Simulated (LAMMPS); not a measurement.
LAMMPS 22 Jul 2025, classical MD, Born-Mayer-Huggins in the Tosi-Fumi form: NaCl, 10648 atoms.

- task: MD, nve
- potential: Born-Mayer-Huggins in the Tosi-Fumi form
- copies of the repeat unit: 11×11×11
- shape (slab and sphere leave vacuum in the box): bulk
- steps: 200
- timestep: 2 fs
- neighbor skin: 2 Å
- neigh_modify: every 1 delay 0 check yes
- thermo: 50
- pair cutoff: 8 Å
- newton: on (default)
- atom_modify sort (bins of 2 Å where set): 1000 (default)
- comm_style: brick (default)
- box: 62.0 × 62.0 × 62.0 Å
- start: generated rock salt lattice, warmed in an untimed run

All runs start from one configuration, warmed at this fixed volume for 1000 steps under a thermostat at 100 K. The reference run has a mean temperature of 99.4 K and a mean pressure of 0.0 GPa.

Yardstick: the run with kspace_style = pppm, kspace_accuracy = 1e-08, kspace_modify order 7, which is not proven converged either. Each setting ran once; only counts and results are compared.

Settings tried, all else as in the reference:
- kspace_style = ewald, kspace_accuracy = 0.0001, kspace_modify not set
- kspace_style = msm, kspace_accuracy = 0.0001, kspace_modify not set
- kspace_style = dsf, kspace_modify not set, damping = 0.2
- kspace_style = dsf, kspace_modify not set, damping = 0.1
- kspace_style = wolf, kspace_modify not set, damping = 0.2
- kspace_style = wolf, kspace_modify not set, damping = 0.1
- kspace_style = dsf, kspace_modify not set, damping = 0.3
- kspace_style = pppm/stagger, kspace_accuracy = 0.0001, kspace_modify order 5 diff ik (default)
- kspace_style = wolf, kspace_modify not set, damping = 0.3

Sort the settings: which keep to the reference within 1.0 meV/atom in energy, 10 meV/Å in forces on 48 atoms (largest component), and which don't?

Within it: kspace_style = msm, kspace_accuracy = 0.0001, kspace_modify not set; kspace_style = pppm/stagger, kspace_accuracy = 0.0001, kspace_modify order 5 diff ik (default). Outside: kspace_style = ewald, kspace_accuracy = 0.0001, kspace_modify not set; kspace_style = wolf, kspace_modify not set, damping = 0.3; kspace_style = dsf, kspace_modify not set, damping = 0.3; kspace_style = wolf, kspace_modify not set, damping = 0.2; kspace_style = dsf, kspace_modify not set, damping = 0.2; kspace_style = wolf, kspace_modify not set, damping = 0.1; kspace_style = dsf, kspace_modify not set, damping = 0.1.

```json
[
 {"setting": "the reference", "k-space grid": "160×160×160", "energy against the reference": "—", "difference in forces on 48 atoms (largest component)": "—"},
 {"setting": "kspace_style = msm, kspace_accuracy = 0.0001, kspace_modify not set", "k-space grid": "16×16×16", "energy against the reference": "−0.018 meV/atom", "difference in forces on 48 atoms (largest component)": "0.074 meV/Å"},
 {"setting": "kspace_style = pppm/stagger, kspace_accuracy = 0.0001, kspace_modify order 5 diff ik (default)", "k-space grid": "36×36×36", "energy against the reference": "+0.41 meV/atom", "difference in forces on 48 atoms (largest component)": "1.3 meV/Å"},
 {"setting": "kspace_style = ewald, kspace_accuracy = 0.0001, kspace_modify not set", "k-space grid": "—", "energy against the reference": "−1.9 meV/atom", "difference in forces on 48 atoms (largest component)": "2.4 meV/Å"},
 {"setting": "kspace_style = wolf, kspace_modify not set, damping = 0.3", "k-space grid": "—", "energy against the reference": "−4.4 meV/atom", "difference in forces on 48 atoms (largest component)": "73 meV/Å"},
 {"setting": "kspace_style = dsf, kspace_modify not set, damping = 0.3", "k-space grid": "—", "energy against the reference": "−4.9 meV/atom", "difference in forces on 48 atoms (largest component)": "73 meV/Å"},
 {"setting": "kspace_style = wolf, kspace_modify not set, damping = 0.2", "k-space grid": "—", "energy against the reference": "−47 meV/atom", "difference in forces on 48 atoms (largest component)": "56 meV/Å"},
 {"setting": "kspace_style = dsf, kspace_modify not set, damping = 0.2", "k-space grid": "—", "energy against the reference": "−56 meV/atom", "difference in forces on 48 atoms (largest component)": "56 meV/Å"},
 {"setting": "kspace_style = wolf, kspace_modify not set, damping = 0.1", "k-space grid": "—", "energy against the reference": "−130 meV/atom", "difference in forces on 48 atoms (largest component)": "78 meV/Å"},
 {"setting": "kspace_style = dsf, kspace_modify not set, damping = 0.1", "k-space grid": "—", "energy against the reference": "−170 meV/atom", "difference in forces on 48 atoms (largest component)": "78 meV/Å"}
]
```

Total energies are compared; such shifts often cancel in part in energy differences. MSM sets its own Coulomb cutoff to reach the accuracy. Energies and forces are those of the first step; by LAMMPS's own estimate the reference reaches a relative force accuracy of 1e-07. The tolerance is a choice made for this comparison.
